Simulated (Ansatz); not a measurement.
Worked example: self-consistent single point of YGe (Cm, 4 atoms in the cell) in Ansatz (a program for electronic structure).

Method: PBEsol, default PAW files made with PBE (plane waves; Ansatz).

```yaml
crystal:
  lattice:
    - [2.14770, -5.37829, 0.00000]
    - [2.14770, 5.37829, 0.00000]
    - [0.00000, 0.00000, 3.96646]
  atoms:
    - { symbol: Y, position: [0.13861, 0.86139, 0.26261] }
    - { symbol: Y, position: [0.86139, 0.13861, 0.75000] }
    - { symbol: Ge, position: [0.41562, 0.58438, 0.25000] }
    - { symbol: Ge, position: [0.58438, 0.41562, 0.75000] }
```

Reference input (self-consistent single point, DFT, PBEsol, plane waves, default PAW files made with PBE): basis.ecutwfc = 30.9 Ry; kpoints.mp_grid.grid = 6 6 6; hamiltonian.xc = pbesol; hamiltonian.pseudopotentials = {kind: paw} (the program's default PAW files); scf.occupations.method = fermi_dirac; scf.occupations.width = 0.0073 Ry. This run's input differs from it in these lines:

Ansatz 0.2 input:
```diff
@@ -14,3 +14,3 @@
 kpoints:
-  mp_grid: { grid: [6, 6, 6] }
+  mp_grid: { grid: [9, 9, 9], shift: [0.5, 0.5, 0.5] }
 hamiltonian:
```

Output, abridged:

```
SCF iter   1: F=—  HF=-16101.037201 eV  |F-HF|=—  |Δ(HF+E_count)|=         —  Δρ=2.70e-3  dr2=5.54e-3  ethr=1.77e-3  ⟨swp⟩=5.9  Hψ=23980  notcnv=0
all-band conjugate gradients solve this SCF's bands
preconditioner: auto → Kerker (q_TF=auto, 2.466 Å⁻¹)
SCF iter   2: F=—  HF=-16101.034098 eV  |F-HF|=—  |Δ(HF+E_count)|=   3.10e-3  Δρ=1.53e-3  dr2=1.90e-3  ethr=1.11e-5  ⟨swp⟩=2.0  Hψ=11228  notcnv=0
SCF iter   3: F=—  HF=-16101.033991 eV  |F-HF|=—  |Δ(HF+E_count)|=   1.07e-4  Δρ=5.53e-4  dr2=3.48e-4  ethr=3.79e-6  ⟨swp⟩=2.0  Hψ=8231  notcnv=0
SCF iter   4: F=—  HF=-16101.033930 eV  |F-HF|=—  |Δ(HF+E_count)|=   6.10e-5  Δρ=1.45e-4  dr2=2.46e-5  ethr=6.96e-7  ⟨swp⟩=2.0  Hψ=10856  notcnv=0
SCF iter   5: F=—  HF=-16101.033926 eV  |F-HF|=—  |Δ(HF+E_count)|=   3.71e-6  Δρ=4.40e-5  dr2=1.73e-6  ethr=4.92e-8  ⟨swp⟩=2.0  Hψ=10881  notcnv=0
SCF iter   6: F=—  HF=-16101.033925 eV  |F-HF|=—  |Δ(HF+E_count)|=   8.32e-7  Δρ=1.40e-5  dr2=2.13e-7  ethr=3.46e-9  ⟨swp⟩=2.0  Hψ=10877  notcnv=0
SCF iter   7: F=-16101.033925 eV  HF=-16101.033925 eV  |F-HF|=2.79e-9  |Δ(HF+E_count)|=   3.46e-8  Δρ=2.15e-6  dr2=5.75e-9  ethr=2.00e-10  ⟨swp⟩=4.3  Hψ=19459  notcnv=0
SCF 1 converged in 7 iterations: F = -16101.033925 eV  dr2 = 5.75e-9
Free energy (F): -16101.033925 eV
Internal energy: -16100.965804 eV  (E = F + TS)
E sigma→0 (E₀):  -16100.999865 eV
Entropy (-TS):   -0.068122 eV (-17.030 meV/atom)
Fermi energy:    11.226165 eV
--- Forces (eV/Å), atoms counted from 1 ---
  atom   1  Y     -0.00000000     0.04890086    -0.29169213
  atom   2  Y      0.00000000    -0.05602685     0.08105473
  atom   3  Ge    -0.00000000     0.01085154     0.03758136
  atom   4  Ge     0.00000000    -0.00372864     0.17305736
--- Stress (GPa, compression-positive) ---
       -3.153567       0.000000      -0.000000
        0.000000      -3.099490       0.284394
       -0.000000       0.284394      -3.050058
  P = ⅓ Tr σ = -3.1010 GPa (-31.010 kbar)
  The stress holds the Pulay correction. Without it, at fixed plane waves, as pw.x and ABINIT print it: P = -3.1149 GPa
```

The run converged in 7 iterations. Against the reference run the free energy falls by 3.1 meV/atom, the pressure stays near -3.10 GPa while the zz stress (positive for compression) goes from -2.64 to -3.05 GPa and the largest force hardly changes (0.301 to 0.296 eV/Å).

The starting cell comes from a database of computed structures (which also holds hypothetical and non-ambient phases and stackings), without a prior relaxation at this level. Its lattice was rescaled by up to half a per cent. One atom was moved a little off its site on purpose. Ansatz's pressure includes its estimate of the finite-basis (Pulay) stress.

Cost on one core of a shared machine: roughly 40 s.
